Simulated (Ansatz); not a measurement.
Input and output of a relaxation of cell and atoms for Y2MgO4 (Fd-3m, 14 atoms in the cell) (Ansatz, an electronic-structure program).

Computed with PBE-D3BJ (plane waves, PAW; Ansatz).

```
CELL_PARAMETERS angstrom
      0.00000     4.54622     4.54622
      4.54622     0.00000     4.54622
      4.54622     4.54622     0.00000
ATOMIC_POSITIONS crystal
  Y  0.12500 0.12500 0.12500
  Y  0.62500 0.12500 0.12500
  Y  0.12500 0.62500 0.12500
  Y  0.12500 0.12500 0.62500
  Mg 0.75000 0.75000 0.75000
  Mg 0.50000 0.50000 0.50000
  O  0.36260 0.36260 0.36260
  O  0.91220 0.36260 0.36260
  O  0.36260 0.91220 0.36260
  O  0.36260 0.36260 0.91220
  O  0.88740 0.88740 0.88740
  O  0.33780 0.88740 0.88740
  O  0.88740 0.33780 0.88740
  O  0.88740 0.88740 0.33780
```

Reference input (self-consistent single point, DFT, PBE, plane waves, default PAW files): kpoints.mp_grid.grid = 4 4 4; hamiltonian.xc = pbe; hamiltonian.pseudopotentials = {kind: paw} (the program's default PAW files); scf.occupations.method = gaussian; scf.occupations.width = 0.0073 Ry. This run's input differs from it in these lines:

```diff
@@ -26,2 +26,3 @@
   xc: pbe
+  dispersion: d3bj
   pseudopotentials:
@@ -32,2 +33,4 @@
     width: 0.0073 Ry
+relax:
+  cell: {}
 output:
```

Output (repeated stretches shortened):

```
   [... SCF lines of the steps left out ...]
relax step   1: F+E_penalty+E_count = -23807.58266855 eV  Δ(F+E_penalty+E_count) = +0.000e0 eV  max|allowed force component| = 1.550e0 eV/Å  Δτ_max = 0.0000 Å  P = +17.392 GPa  Ω = 187.923 Å³  (7 SCF iters, dr2 threshold 1.00e-7 eV, accepted)
relax step   2: F+E_penalty+E_count = -23809.19769597 eV  Δ(F+E_penalty+E_count) = -1.615e0 eV  max|allowed force component| = 7.273e-2 eV/Å  Δτ_max = 0.1078 Å  P = -4.187 GPa  Ω = 205.643 Å³  energy of the carried Pulay correction = -5.099e-2 eV  [...]
   [... lines left out ...]
relax step   6: F+E_penalty+E_count = -23809.34267182 eV  Δ(F+E_penalty+E_count) = +1.012e-3 eV  max|allowed force component| = 2.179e-5 eV/Å  Δτ_max = 0.0012 Å  P = +0.017 GPa  Ω = 199.925 Å³  energy of the carried Pulay correction = -1.868e-3 eV  [...]
relax step   7: F+E_penalty+E_count = -23809.34451382 eV  Δ(F+E_penalty+E_count) = -1.842e-3 eV  max|allowed force component| = 3.378e-5 eV/Å  Δτ_max = 0.0000 Å  P = +0.024 GPa  Ω = 199.925 Å³  stress off target by 2.39e-2 GPa  SCF on the basis [...]
basis re-selected at this cell: Δ(F+E_penalty+E_count) = -1.842e-3 eV, ΔP = +0.007 GPa vs the last step
the relaxation is at rest under the 48 symmetry operations that the run kept from its start: a minimum is not shown …
Stability not checked: this state was not tested for a lower state beside it, because too few of the mixer's solves of this state at the end of the SCF gave a …
Free energy (F): -23809.344514 eV
Internal energy: -23809.344514 eV  (E = F + TS)
   [... lines left out ...]
Fermi energy:    8.867841 eV
  cell:  # Å, volume = 199.9248 Å³
   [... lines left out ...]
    - { symbol: O, position: [0.8803321995225448, 0.8803321995225448, 0.8803321995225448] }
    - { symbol: O, position: [0.359003401432366, 0.8803321995225448, 0.8803321995225448] }
    - { symbol: O, position: [0.8803321995225448, 0.359003401432366, 0.8803321995225448] }
    - { symbol: O, position: [0.8803321995225448, 0.8803321995225448, 0.359003401432366] }
```

The run converged. 

Summary of the result:
* **Free energy E − TS (on the zero of these files)**: -23809.3445 eV
* **Top of the valence band (on the code's own zero)**: 6.96 eV
* **Gap on the k-point mesh**: 3.81 eV
* **Pressure**: 0.02 GPa
* **Dispersion energy**: -3.089 eV
* **Final cell**: a = 6.563 Å, b = 6.563 Å, c = 6.563 Å, α = 60.00°, β = 60.00°, γ = 60.00°
* **Final volume per atom**: 14.28 Å³
* **Relaxation steps**: 7

The starting cell was generated: these elements placed on a structure prototype, without a prior relaxation; it need not be a known phase or ordering of this composition. The relaxation keeps the symmetry of its start, so its end need not be a minimum. Ansatz's pressure includes its estimate of the finite-basis (Pulay) stress.

Cost on one core of a shared machine: roughly 40 s.

Keys are those of Ansatz 0.2.
